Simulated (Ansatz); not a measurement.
Total g(r) from a molecular-dynamics run [in the run: one k-point, which a denser mesh shifts by 0.1 GPa in pressure and 0.05 eV/Å in forces]. These are PBE (plane waves, PAW; Ansatz, a program for electronic structure) values and carry that method's errors.

| r (Å) | g(r) |
|---|---|
| 1.02 | 0.00 |
| 1.14 | 0.00 |
| 1.26 | 0.00 |
| 1.38 | 0.00 |
| 1.50 | 0.00 |
| 1.62 | 0.00 |
| 1.74 | 0.00 |
| 1.86 | 0.00 |
| 1.98 | 0.00 |
| 2.10 | 0.00 |
| 2.22 | 0.00 |
| 2.34 | 0.02 |
| 2.46 | 0.19 |
| 2.58 | 1.15 |
| 2.70 | 2.75 |
| 2.82 | 3.74 |
| 2.94 | 3.45 |
| 3.06 | 2.48 |
| 3.18 | 1.46 |
| 3.30 | 0.72 |
| 3.42 | 0.34 |
| 3.54 | 0.20 |
| 3.66 | 0.21 |
| 3.78 | 0.32 |
| 3.90 | 0.53 |
| 4.02 | 0.69 |
| 4.14 | 0.79 |
| 4.26 | 0.68 |
| 4.38 | 0.54 |
| 4.50 | 0.47 |
| 4.62 | 0.64 |
| 4.74 | 1.08 |
| 4.86 | 1.62 |
| 4.98 | 1.99 |
| 5.10 | 1.94 |
| 5.22 | 1.60 |
| 5.34 | 1.16 |
| 5.46 | 0.88 |
| 5.58 | 0.78 |
| 5.70 | 0.78 |
| 5.82 | 0.82 |
| 5.94 | 0.79 |
| 6.06 | 0.74 |

**Question.** Which system gave this curve?
(A) AlN (zinc blende; a metastable form), crystal, 313 K, 2.0 GPa
(B) AlN (zinc blende; a metastable form), crystal, 877 K
(C) SiC (zinc blende; 3C polytype), crystal, 1782 K
(D) Al (fcc), crystal, 863 K

**Answer.** D, Al (fcc), crystal, 863 K
